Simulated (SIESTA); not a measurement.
SIESTA 5.4.2, DFT, PBE, numerical atomic orbitals DZP, PseudoDojo PBE standard norm-conserving (rewritten from UPF to PSML): diamond-structure Ge with 2 Si on Ge sites, atoms displaced (Ge14Si2), unrelaxed at the host's lattice constant, 16 atoms. Basis and mesh were picked for this test and aren't claimed converged.

* **cell**: 8.00, 8.00, 8.00 Å; 60, 60, 60°
* **distance to the nearest atom**: 2.35 to 2.43 Å
* **task**: scf
* **k mesh**: 6×6×6
* **PAO.BasisSize**: DZP
* **PAO.EnergyShift**: 0.01 Ry
* **MeshCutoff**: 300 Ry
* **ElectronicTemperature**: 300 K
* **MaxSCFIterations**: 200
* **SCF.Mixer.Method**: Pulay
* **SCF.Mixer.Weight**: 0.25
* **SCF.Mixer.History**: 6
* **SCF.DM.Tolerance**: 0.0001
* **Diag.ParallelOverK**: true
* **SolutionMethod**: diagon (default)
* **Diag.Algorithm**: Divide-and-Conquer (default)
* **SCF.Mix**: Hamiltonian (default)
* **SCF.H.Tolerance**: 0.001 eV (default)
* **SCF.Mixer.Variant**: stable (default)
* **k-points**: 132
* **basis orbitals**: 278
* **electrons**: 204
* **real-space mesh**: 72×72×72

It runs on a single node (Intel Xeon 6 (Granite Rapids), 96 cores on 1 socket, 2 hardware threads a core, 3 L3 cache groups, 3 NUMA nodes).

Times are wall-clock medians of two to five runs, from launch to exit, with nothing else on the machine. Unless noted, each process is bound to its own block of adjacent cores. The times hold for this build (conda-forge: Open MPI, OpenBLAS, ScaLAPACK, ELSI, no OpenMP). Scratch files lie in a memory file system.

Started as
```bash
OMP_NUM_THREADS=1 mpirun -np 48 siesta input.fdf
```
(48 ranks, Diag.ParallelOverK = true) it takes 5.6 s and 9 SCF iterations.

Q: Estimate the wall time with 16 ranks, Diag.ParallelOverK = false.

A: About 34 s (2 runs within 1 %): 6.1× as long, on 16 cores in place of 48, so 2.0× the core-time. The largest move is in solving for the density matrix (compute_dm): 2.8 s to 30 s. The standard eigenproblem (diag3) goes from 0.59 s to 20 s, most of the change. What the program resolved moves too: BlockSize from 5 to 17, ProcessorY from 6 to 4. Change in the result: energy equal as printed, forces (largest component) under 0.001 meV/Å, pressure equal as printed.
